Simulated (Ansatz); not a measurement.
# Pressure series in hypothetical anti-perovskite Ba3PtC

Consider Ba$_{3}$PtC in the anti-perovskite structure (space group Pm-3m, No. 221; a hypothetical phase, not in the database extracts checked).

```
Ba3PtC
1.0
    5.38566     0.00000     0.00000
    0.00000     5.38566     0.00000
    0.00000     0.00000     5.38566
Ba Pt C
3 1 1
Direct
  0.50000   0.00000   0.50000
  0.00000   0.50000   0.50000
  0.50000   0.50000   0.00000
  0.00000   0.00000   0.00000
  0.50000   0.50000   0.50000
```

Cell and atoms are relaxed at each pressure.

Calculations: Ansatz (a program for electronic structure), PBEsol, PAW, cutoff 420 eV, scalar-relativistic without spin-orbit coupling.

Notes on the quantities. enthalpy: H = E + PV relative to the base's energy.

```csv
change,lattice parameter a,enthalpy
base,5.386 Å,–
pressure −2 GPa,5.514 Å,-0.40 eV/atom
pressure −1 GPa,5.445 Å,-0.20 eV/atom
pressure 0.3 GPa,5.369 Å,+0.06 eV/atom
pressure 0.7 GPa,5.348 Å,+0.13 eV/atom
pressure 1.5 GPa,5.310 Å,+0.29 eV/atom
pressure 3 GPa,5.245 Å,+0.56 eV/atom
pressure 5 GPa,5.171 Å,+0.91 eV/atom
pressure 7.5 GPa,5.093 Å,+1.33 eV/atom
pressure 10 GPa,5.026 Å,+1.74 eV/atom
```

Load acts through the strain it causes; cell and atoms are relaxed under it. Whether these cells are dynamically stable was not tested. Competing high-pressure phases were not computed. The final runs are not spin-polarised. Ba3PtC has a high density of states at the Fermi level and may be magnetic at this level.
